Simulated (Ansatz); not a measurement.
The starting structures come from a database of crystals and need not be the phases stable at ambient conditions.

Inside the gap of an insulator the Bloch states are evanescent, with a wavenumber k + iκ along the transport direction.

Data:

```
K2SnH6O6
1.0
    5.72521     0.00000     0.00000
   -2.06929     8.55110     0.00000
    1.82796     4.27555     3.34011
K Sn H O
2 1 6 6
Direct
  0.41847   0.70924   0.00000
  0.58153   0.29076   0.00000
  0.00000   0.00000   0.00000
  0.82848   0.18909   0.56945
  0.17152   0.81091   0.43055
  0.94763   0.75854   0.88085
  0.05237   0.24146   0.11915
  0.39793   0.63939   0.54970
  0.60207   0.36061   0.45030
  0.01790   0.19852   0.50209
  0.98210   0.80148   0.49791
  0.89913   0.70061   0.11877
  0.10087   0.29939   0.88123
  0.51999   0.81938   0.37914
  0.48001   0.18062   0.62086
```

Space group of this cell: R-3. The cell is taken as given; by r2SCAN its mean pressure is -4.0 GPa.

Transport runs along the normal of the first two printed cell vectors, the (110) plane of the conventional cell.

No gap correction and no spin-orbit coupling; mid-gap values are interpolated between computed energies.

Problem. Give the band gap and the smallest decay constant κ at mid-gap that Ansatz (a first-principles code) with r2SCAN yields.

Solution. Gap 4.28 eV on a 10×10×10 mesh; κ = 0.386 1/Å, at the zone centre.
